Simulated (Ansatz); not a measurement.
Where the default PAW files enter, the runs use the earlier of Ansatz's two default sets.

**Evanescent states of Si3N4 (P6_3/m, 14 atoms a cell, 10.4 Å³ an atom) along the normal of (111)**

All values below come from r2SCAN (plane waves, PAW; Ansatz, an electronic-structure program).

The gap is the functional's own, uncorrected, and κ follows it; spin-orbit coupling is left out. Mid-gap values are interpolated between the computed energies.

Energies count from the valence-band top; κ is the least over a 4×4 mesh across the current.

```json
[
 {"E (eV)": "0.12", "κ (1/Å)": "0.198", "where": "off Γ"},
 {"E (eV)": "0.34", "κ (1/Å)": "0.299", "where": "off Γ"},
 {"E (eV)": "0.57", "κ (1/Å)": "0.351", "where": "Γ"},
 {"E (eV)": "0.81", "κ (1/Å)": "0.367", "where": "Γ"},
 {"E (eV)": "1.03", "κ (1/Å)": "0.378", "where": "Γ"},
 {"E (eV)": "1.26", "κ (1/Å)": "0.386", "where": "Γ"},
 {"E (eV)": "1.50", "κ (1/Å)": "0.391", "where": "Γ"},
 {"E (eV)": "1.73", "κ (1/Å)": "0.394", "where": "Γ"},
 {"E (eV)": "1.96", "κ (1/Å)": "0.396", "where": "Γ"},
 {"E (eV)": "2.19", "κ (1/Å)": "0.395", "where": "Γ"},
 {"E (eV)": "2.42", "κ (1/Å)": "0.392", "where": "Γ"},
 {"E (eV)": "2.65", "κ (1/Å)": "0.388", "where": "Γ"},
 {"E (eV)": "2.88", "κ (1/Å)": "0.374", "where": "Γ"},
 {"E (eV)": "3.10", "κ (1/Å)": "0.358", "where": "Γ"},
 {"E (eV)": "3.33", "κ (1/Å)": "0.340", "where": "Γ"},
 {"E (eV)": "3.56", "κ (1/Å)": "0.319", "where": "Γ"},
 {"E (eV)": "3.79", "κ (1/Å)": "0.296", "where": "Γ"},
 {"E (eV)": "4.03", "κ (1/Å)": "0.269", "where": "Γ"},
 {"E (eV)": "4.25", "κ (1/Å)": "0.238", "where": "Γ"},
 {"E (eV)": "4.49", "κ (1/Å)": "0.200", "where": "Γ"},
 {"E (eV)": "4.71", "κ (1/Å)": "0.150", "where": "Γ"},
 {"E (eV)": "4.95", "κ (1/Å)": "0.066", "where": "Γ"}
]
```

**Question.** How thick must the barrier be to attenuate the transmission by 10^6 when the electrodes' Fermi level lies at 1.73 eV, and what attenuation does that film give at 3.79 eV?

**Answer.** d = 6 ln 10 / (2 × 0.394) = 17.5 Å. At 3.79 eV it gives 6 × 0.296/0.394 = 4.5 decades.
